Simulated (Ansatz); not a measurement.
Start from BeSe in the zinc blende structure (space group F-43m, No. 216; a = 5.082 Å). Axes: x, y, z lie along the cube axes.

All numbers come from DFT with LDA, PAW potentials and a 420 eV plane-wave cutoff in Ansatz (an electronic-structure program), without spin-orbit coupling.

Before the change:

| Quantity | Result |
|---|---|
| Band gap | 2.40 eV |

It is then changed as follows: tensile biaxial strain of 0.83 % in the plane normal to [111], as in epitaxy on a mismatched substrate; the out-of-plane cell vector and the atoms relax.

Task: How does this affect the band gap?

Result: The band gap shrinks by 0.035 eV (2.40 eV → 2.37 eV).

Task: Predict the new out-of-plane strain.

Result: The out-of-plane strain amounts to -0.34 %.

No phonon test of stability was made.
